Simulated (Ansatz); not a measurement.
**Habitual settings against a tight run: a (001) slab of ScH4Pd3 (cut from a parent of space group no. 221; 24 atoms in the cell)**

Self-consistent single point.

```
Pd3ScH4
1.0
    4.13820     0.00000     0.00000
    0.00000     4.13820     0.00000
    0.00000     0.00000    26.55230
Sc H Pd
3 12 9
Cartesian
  0.00000   0.00000  10.11051
  0.00000   0.00000  14.33139
  0.00000   0.00000  18.55230
  2.06910   0.00000  10.11051
  0.00000   2.06910  10.11051
  0.00000   0.00000   8.00000
  2.06910   2.06910   8.00000
  2.06910   0.00000  14.33139
  0.00000   2.06910  14.33139
  0.00000   0.00000  12.22099
  2.06910   2.06910  12.22099
  2.06910   0.00000  18.55230
  0.00000   2.06910  18.55230
  0.00000   0.00000  16.44190
  2.06910   2.06910  16.44190
  0.00000   2.06910   8.00000
  2.06910   0.00000   8.00000
  2.06910   2.06910  10.11051
  0.00000   2.06910  12.22099
  2.06910   0.00000  12.22099
  2.06910   2.06910  14.33139
  0.00000   2.06910  16.44190
  2.06910   0.00000  16.44190
  2.06910   2.06910  18.55230
```

Method of the run: LDA (PW92), default PAW files made with PBE (plane waves; Ansatz, a quantum-chemistry and plane-wave program).

Base settings: basis.ecutwfc = 420 eV; kpoints.mp_grid.grid = 5 5 1; hamiltonian.xc = lda; hamiltonian.pseudopotentials = {kind: paw} (the program's default PAW files); scf.occupations.method = cold; scf.occupations.width = 0.1 eV.

Tight run (finer mesh or higher cutoff; not a proven limit): basis.ecutwfc: 420 eV → 590 eV; kpoints.mp_grid.grid: 5 5 1 → 7 7 1; scf.convergence.dr2_threshold: default (1e-07 eV) → 1e-09 eV. It gave Fermi level (on the code's own zero) 5.35 eV; pressure averaged over the cell with its vacuum -4.51 GPa; largest force (vector length) 1.049 eV/Å.

Quick runs, as changes from the base:
- A: the base itself
- B: basis.ecutwfc: 420 eV → 210 eV; kpoints.mp_grid.grid: 5 5 1 → 4 4 1; scf.convergence.dr2_threshold: default (1e-07 eV) → 0.0001 eV
- C: basis.ecutwfc: 420 eV → 335 eV; kpoints.mp_grid.grid: 5 5 1 → 6 6 1; scf.occupations.method: cold → fermi_dirac; scf.occupations.width: 0.1 eV → 0.2 eV
- D: basis.ecutwfc: 420 eV → 250 eV; kpoints.mp_grid.grid: 5 5 1 → 3 3 1; scf.occupations.method: cold → gaussian; scf.occupations.width: 0.1 eV → 0.272 eV
- E: basis.ecutwfc: 420 eV → 295 eV; kpoints.mp_grid.grid: 5 5 1 → 4 4 1; scf.occupations.method: cold → methfessel_paxton; scf.occupations.width: 0.1 eV → 0.5 eV

Energies are extrapolated to zero smearing width, which holds to low order in the width alone.

Dashes: time of B, D, E, under 30 s.

The count of work is k-points × plane waves × bands × iterations; it is no time. Core times come from one kind of shared machine and are given to one figure; runs under 30 s give none.

The starting cell comes from a database of computed structures (which also holds hypothetical and non-ambient phases and stackings), without a prior relaxation at this level. The slab is cut from that crystal, and its faces are unrelaxed. Its lattice was rescaled in the plane by a random factor within 2.5 % of one. Spin polarisation is off. The two faces of this cut differ, and no dipole correction was used. In the base run, forces exceed 1 eV/Å.

| run | energy less tight (meV/atom) | largest miss in a force vector (eV/Å) | count of work / tight | core time / tight (rough) |
|---|---|---|---|---|
| A | -1.6 | 0.059 | 0.27 | 0.4 |
| B | 3427.0 | 0.787 | 0.078 | – |
| C | 15.5 | 0.224 | 0.25 | 0.4 |
| D | 765.6 | 0.249 | 0.062 | – |
| E | 122.1 | 0.118 | 0.14 | – |

Among the runs at the tight run's level, the energy misses run from 1.6 to 3427.0 meV/atom.

Left out of this page: 1 run of the series outside the window shown, repeating another row's setting, or not comparable.

Keys are those of Ansatz 0.2.
